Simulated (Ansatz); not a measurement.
System: SrZrO3 (P4mm, No. 99, 5 atoms in the cell; start mp-1068742; a measured phase of this formula has another space group). Method: PBE0 (Ansatz, a quantum-chemistry and plane-wave program, PAW).

Numerical settings: plane-wave cutoff 460 eV, 6×6×6 k mesh, Fermi–Dirac smearing 0.01 eV, scalar-relativistic PAW data made under PBE.

Cell (relaxed with PBEsol):

```yaml
crystal:
  lattice:
    - [4.11103, 0.00000, 0.00000]
    - [0.00000, 4.11103, 0.00000]
    - [0.00000, 0.00000, 4.19217]
  atoms:
    - { symbol: Sr, position: [0.50000, 0.50000, 0.55398] }
    - { symbol: Zr, position: [0.00000, 0.00000, 0.00411] }
    - { symbol: O, position: [0.00000, 0.00000, 0.48195] }
    - { symbol: O, position: [0.50000, 0.00000, 0.95198] }
    - { symbol: O, position: [0.00000, 0.50000, 0.95198] }
```

### Question
Estimate the band gap and smallest direct gap on the k points sampled that the calculation returns.

### Answer

* **band gap**: 5.72 eV (on the SCF k mesh)
* **smallest direct gap on the k points sampled**: 6.12 eV

Note: cell and atoms aren't relaxed at this level (pressure 1.0 GPa).

Spin–orbit coupling is not included.

Static lattice: no zero-point or thermal effects.

A start named mp-… is a Materials Project structure, which need not be a measured phase.
